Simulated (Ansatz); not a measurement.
Start from BeTe in the zinc blende structure (space group F-43m, No. 216).

```yaml
crystal:
  lattice:
    - [0.00000, 2.83176, 2.83176]
    - [2.83176, 0.00000, 2.83176]
    - [2.83176, 2.83176, 0.00000]
  atoms:
    - { symbol: Be, position: [0.00000, 0.00000, 0.00000] }
    - { symbol: Te, position: [0.25000, 0.25000, 0.25000] }
```

The values are results of Kohn–Sham DFT with the PBE functional, run in Ansatz (an electronic-structure program) with PAW and 420 eV plane waves, no spin-orbit coupling, not measurements.

For the base:

The width of the top valence band is 3.12 eV. The electron mass is 1.9 mₑ along k, 0.26 mₑ across (at X).

Perturbation: an isotropic linear strain of −3.00 %; the atoms relax in the strained cell.

**Question.** What happens to the width of the top valence band and electron mass?

**Answer.** The width of the top valence band grows by 0.45 eV to 3.57 eV; the electron mass changes from 1.9 mₑ along k, 0.26 mₑ across (at X) to 1.5 mₑ along k, 0.24 mₑ across (at X).

Spin-orbit coupling, missing from the scalar runs, can matter with Te. The levels and masses belong to the bands next to the band gap. Masses are band curvatures over ±0.01 Å⁻¹ around the edge. Along k means along the line from Γ to the band edge. Stability against distortions was not tested.
